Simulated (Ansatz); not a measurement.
fcc Al (0 0 1) on ceria (0 0 1) (film strained to the substrate, faces as cut)

A periodic stack without vacuum, fcc Al (0 0 1) on ceria (0 0 1) (film strained to the substrate, faces as cut): substrate slab Ce5O12, film Al12, surface cells [[1, 0], [1, 1]] and [[0, -1], [2, 1]], film strained by -4.4 and -4.4 %, faces O/O and Al/Al as cut (like faces can put a slab off its formula).

The start was prepared with a machine-learned potential, and the result is one local minimum, with the in-plane cell held and forces under 0.04 eV/Å; the film can end far from its bulk form.

All values below come from PBE (plane waves to 420 eV, PAW; Ansatz, a first-principles code). Scalar-relativistic, without spin–orbit coupling; the runs are not spin-polarised; PBE gaps are too small against experiment; cerium has no Hubbard term. Its k-point mesh 8×8×1, Fermi–Dirac width 0.05 eV.

The interface area is 14.9 Å² and the period is 27.05 Å. The gaps between the outermost planes at the two interfaces comes out as 1.20 and 1.20 Å and the Al–O contacts across the interfaces within 1.22 times the sum of covalent radii is 8, mean 1.82 Å. The Al–Ce contacts across the interfaces within 1.22 times the sum of covalent radii is 4, mean 3.25 Å.

```yaml
crystal:
  lattice:
    - [3.86395, -0.00008, -0.02184]
    - [-0.00030, 3.86308, -0.08749]
    - [0.16176, -1.27830, 27.09010]
  atoms:
    - { symbol: Ce, position: [0.02719, 0.96388, 0.18031] }
    - { symbol: Ce, position: [0.52801, 0.41423, 0.08130] }
    - { symbol: Ce, position: [0.02667, 0.06318, 0.37988] }
    - { symbol: Ce, position: [0.52668, 0.51374, 0.28010] }
    - { symbol: Ce, position: [0.52697, 0.61181, 0.47889] }
    - { symbol: O, position: [0.52759, 0.93619, 0.12552] }
    - { symbol: O, position: [0.02767, 0.43647, 0.12551] }
    - { symbol: O, position: [0.02919, 0.38005, 0.01712] }
    - { symbol: O, position: [0.52886, 0.87985, 0.01715] }
    - { symbol: O, position: [0.52657, 0.03921, 0.33140] }
    - { symbol: O, position: [0.02654, 0.53933, 0.33141] }
    - { symbol: O, position: [0.02681, 0.48814, 0.22878] }
    - { symbol: O, position: [0.52685, 0.98828, 0.22878] }
    - { symbol: O, position: [0.52852, 0.14373, 0.54300] }
    - { symbol: O, position: [0.02864, 0.64381, 0.54307] }
    - { symbol: O, position: [0.02690, 0.59013, 0.43468] }
    - { symbol: O, position: [0.52675, 0.09022, 0.43467] }
    - { symbol: Al, position: [0.28060, 0.45416, 0.66396] }
    - { symbol: Al, position: [0.77878, 0.95239, 0.66398] }
    - { symbol: Al, position: [0.78426, 0.40969, 0.58751] }
    - { symbol: Al, position: [0.27335, 0.92104, 0.58755] }
    - { symbol: Al, position: [0.28009, 0.52975, 0.81863] }
    - { symbol: Al, position: [0.78041, 0.02954, 0.81865] }
    - { symbol: Al, position: [0.78035, 0.49124, 0.74147] }
    - { symbol: Al, position: [0.27997, 0.99144, 0.74148] }
    - { symbol: Al, position: [0.27420, 0.61303, 0.97258] }
    - { symbol: Al, position: [0.78527, 0.10185, 0.97271] }
    - { symbol: Al, position: [0.77881, 0.56779, 0.89617] }
    - { symbol: Al, position: [0.28064, 0.06955, 0.89617] }
```
